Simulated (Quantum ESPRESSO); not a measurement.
## Habitual settings against a tight run: Li (Im-3m, 1 atom in the cell)

Self-consistent single point.

```xyz
1
Lattice="-1.7066 1.7066 1.7066 1.7066 -1.7066 1.7066 1.7066 1.7066 -1.7066" Properties=species:S:1:pos:R:3 pbc="T T T"
Li     0.0000     0.0000     0.0000
```

Level of theory: PBE, SSSP 1.1.2 efficiency (PBE) pseudopotentials (plane waves; Quantum ESPRESSO).

Base settings: ecutwfc = 40 Ry; ecutrho = 320 Ry; occupations = smearing; smearing = gauss; degauss = 0.0073499 Ry; potentials = {Li: li_pbe_v1.4.uspp.F.UPF}; K_POINTS = automatic 9 9 9 0 0 0; conv_thr = 1e-08 Ry; mixing_beta = 0.5.

Tight run (finer mesh or higher cutoff; not a proven limit): ecutwfc: 40 Ry → 56 Ry; ecutrho: 320 Ry → 448 Ry; conv_thr: 1e-08 Ry → 7.3e-11 Ry; K_POINTS: automatic 9 9 9 0 0 0 → automatic 13 13 13 0 0 0. It gave Fermi level (on the code's own zero) 1.06 eV; pressure 0.25 GPa.

Quick runs, as changes from the base:
- A: the base itself
- B: ecutwfc: 40 Ry → 24 Ry; ecutrho: 320 Ry → 192 Ry; K_POINTS: automatic 9 9 9 0 0 0 → automatic 6 6 6 0 0 0
- C: ecutwfc: 40 Ry → 24 Ry; ecutrho: 320 Ry → 192 Ry; K_POINTS: automatic 9 9 9 0 0 0 → automatic 3 3 3 0 0 0
- D: ecutwfc: 40 Ry → 28 Ry; ecutrho: 320 Ry → 224 Ry; K_POINTS: automatic 9 9 9 0 0 0 → automatic 4 4 4 1 1 1
- E: ecutwfc: 40 Ry → 20 Ry; ecutrho: 320 Ry → 100 Ry; pseudopotentials: {Li: li_pbe_v1.4.uspp.F.UPF} → {Li: li_lda_v1.4.uspp.F.UPF}; K_POINTS: automatic 9 9 9 0 0 0 → automatic 2 2 2 0 0 0 [LDA (PZ)]
- F: ecutrho: 320 Ry → 200 Ry; smearing: gauss → fd; degauss: 0.0073499 Ry → 0.0147 Ry; pseudopotentials: {Li: li_pbe_v1.4.uspp.F.UPF} → {Li: li_lda_v1.4.uspp.F.UPF}; K_POINTS: automatic 9 9 9 0 0 0 → automatic 4 4 4 0 0 0 [LDA (PZ)]

Energies are extrapolated to zero smearing width, which holds to low order in the width alone (under cold and Methfessel-Paxton smearing the free energy itself is taken).

Dashes: energy of E, F, another energy zero.

† marks runs with another functional, U, potentials or spin treatment: their distance from the tight run is not a convergence error alone.

The count of work is k-points × plane waves × bands × iterations; it is no time. 

The starting cell comes from a database of computed structures (which also holds hypothetical and non-ambient phases and stackings), without a prior relaxation at this level. Its lattice was rescaled by a random factor within 2.5 % of one.

```csv
run,energy less tight (meV/atom),pressure less tight (GPa),count of work / tight
A,-1.1,0.04,0.20
B,186.4,-7.22,0.036
C,-8.8,-8.52,0.0088
D,52.5,-1.73,0.017
E†,–,-27.43,0.0059
F†,–,-0.32,0.047
```

Among the runs at the tight run's level, the energy misses run from 1.1 to 186.4 meV/atom.
